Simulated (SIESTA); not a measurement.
Band structure of NiSb (P6_3/mmc, 4 atoms in the cell).

```
CELL_PARAMETERS angstrom
      1.97836    -3.42662     0.00000
      1.97836     3.42662     0.00000
      0.00000     0.00000     5.16488
ATOMIC_POSITIONS crystal
  Ni 0.00000 0.00000 0.50000
  Ni 0.00000 0.00000 0.00000
  Sb 0.33333 0.66667 0.25000
  Sb 0.66667 0.33333 0.75000
```

Level of theory: GGA PBE, numerical atomic orbitals DZP, PseudoDojo PBE standard norm-conserving potentials (rewritten from UPF to PSML) in SIESTA.

Settings: XC.functional = GGA; XC.authors = PBE; potentials = PseudoDojo PBE standard; PAO.BasisSize = DZP; PAO.EnergyShift = 0.005 Ry; MeshCutoff = 350 Ry; kgrid.MonkhorstPack = 8 8 5; OccupationFunction = MP; OccupationMPOrder = 0; ElectronicTemperature = 200 meV; MaxSCFIterations = 150; SCF.Mixer.Method = Broyden; SCF.Mixer.Weight = 0.25; SCF.Mixer.History = 6.

The starting cell has typed, rounded lattice constants, without a prior relaxation at this level. Its lattice was rescaled by a random factor within 2.5 % of one. Spin-orbit coupling is off. Spin polarisation is off. Values carry the incompleteness of an atom-centred basis.

Levels in eV from the Fermi level, bands 30 to 35:
| point | 30 | 31 | 32 | 33 | 34 | 35 |
|---|---|---|---|---|---|---|
| Γ | -1.24 | 0.00 | 0.54 | 0.54 | 2.44 | 2.44 |
| M | -1.73 | -1.47 | -1.28 | -1.23 | -0.38 | 1.13 |
| K | -1.54 | -1.26 | -1.26 | -0.54 | -0.54 | 0.65 |
| A | -1.96 | 0.22 | 0.22 | 2.07 | 2.07 | 2.07 |
| L | -1.74 | -1.67 | -1.67 | 0.24 | 0.24 | 1.61 |
| H | -1.84 | -1.33 | -1.33 | -1.17 | -1.17 | 4.19 |

Bands cross the Fermi level along this path, so the cell is metallic at this level.

Higher empty bands are left out: an atom-centred basis made for the valence describes them poorly.
